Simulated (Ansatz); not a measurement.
The starting structures come from a database of crystals and need not be the phases stable at ambient conditions.

Tunnelling through a barrier is set by its complex band structure: the current falls as exp(−2κd) with the smallest κ.

Data:

```
CELL_PARAMETERS angstrom
      6.41393     0.00000     0.00000
      0.00000     7.30536     0.00000
      3.20696     3.65268     6.94393
ATOMIC_POSITIONS crystal
  Rb 0.35507 0.69042 0.28986
  Rb 0.64493 0.30958 0.71014
  Rb 0.14493 0.98028 0.71014
  Rb 0.85507 0.01972 0.28986
  Si 0.75000 0.50000 0.00000
  Si 0.25000 0.50000 0.00000
  As 0.59537 0.75602 0.80926
  As 0.40463 0.24398 0.19074
  As 0.90463 0.56528 0.19074
  As 0.09537 0.43472 0.80926
```

Space group of this cell: Ibam. The cell is taken as given; by PBEsol its mean pressure is -0.5 GPa.

Transport runs along the normal of the first two printed cell vectors.

The gap is the functional's own. No spin-orbit coupling. Mid-gap values are interpolated on the energy grid.

Problem. Compute, with PBEsol (Ansatz, a quantum-chemistry and plane-wave program), the band gap and the smallest decay constant κ at mid-gap.

Solution. Gap 0.94 eV on a 6×6×6 mesh; κ = 0.134 1/Å, at the zone centre.
